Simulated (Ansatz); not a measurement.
fcc Pd (0 0 1) on germanium (0 0 1) (film strained to the substrate, faces as cut)

A periodic stack without vacuum, fcc Pd (0 0 1) on germanium (0 0 1) (film strained to the substrate, faces as cut): substrate slab Ge12, film Pd12, surface cells [[1, 0], [1, 1]] and [[0, -1], [2, 1]], film strained by +3.3 and +3.3 %, faces Ge/Ge and Pd/Pd as cut (like faces can put a slab off its formula).

The start was prepared with a machine-learned potential, and the result is one local minimum, with the in-plane cell held and forces under 0.04 eV/Å; the film can end far from its bulk form.

Computed with PBE (plane waves to 420 eV, PAW; Ansatz, a first-principles code). Spin–orbit coupling is left out; the runs are not spin-polarised; PBE gaps are too small against experiment. Its k-point mesh 8×8×1, Fermi–Dirac width 0.05 eV.

```
Quantity                                                                                    Value
--------------------------------------------------------------------------------  ---------------
interface area                                                                            16.6 Å²
period                                                                                    28.34 Å
gaps between the outermost planes at the two interfaces                           1.41 and 1.41 Å
Ge–Pd contacts across the interfaces within 1.22 times the sum of covalent radii  10, mean 2.57 Å
```

```yaml
crystal:
  lattice:
    - [4.07287, 0.00000, -0.06946]
    - [-0.00017, 4.07295, -0.00115]
    - [0.48543, 0.00571, 28.33918]
  atoms:
    - { symbol: Ge, position: [0.98706, 0.95831, 0.07165] }
    - { symbol: Ge, position: [0.48734, 0.95967, 0.01854] }
    - { symbol: Ge, position: [0.48672, 0.45778, 0.17321] }
    - { symbol: Ge, position: [0.98682, 0.45853, 0.12214] }
    - { symbol: Ge, position: [0.98665, 0.95705, 0.27502] }
    - { symbol: Ge, position: [0.48672, 0.95794, 0.22409] }
    - { symbol: Ge, position: [0.48636, 0.45755, 0.37677] }
    - { symbol: Ge, position: [0.98636, 0.45707, 0.32582] }
    - { symbol: Ge, position: [0.98675, 0.95854, 0.47874] }
    - { symbol: Ge, position: [0.48671, 0.95744, 0.42768] }
    - { symbol: Ge, position: [0.48734, 0.45917, 0.58229] }
    - { symbol: Ge, position: [0.98678, 0.45836, 0.52928] }
    - { symbol: Pd, position: [0.48804, 0.45861, 0.70090] }
    - { symbol: Pd, position: [0.98808, 0.95848, 0.70126] }
    - { symbol: Pd, position: [0.98789, 0.45825, 0.63263] }
    - { symbol: Pd, position: [0.48813, 0.95869, 0.63194] }
    - { symbol: Pd, position: [0.48802, 0.45855, 0.83324] }
    - { symbol: Pd, position: [0.98800, 0.95849, 0.83349] }
    - { symbol: Pd, position: [0.98804, 0.45847, 0.76736] }
    - { symbol: Pd, position: [0.48807, 0.95851, 0.76761] }
    - { symbol: Pd, position: [0.48793, 0.45891, 0.96890] }
    - { symbol: Pd, position: [0.98776, 0.95835, 0.96821] }
    - { symbol: Pd, position: [0.98794, 0.45855, 0.89958] }
    - { symbol: Pd, position: [0.48792, 0.95873, 0.89995] }
```
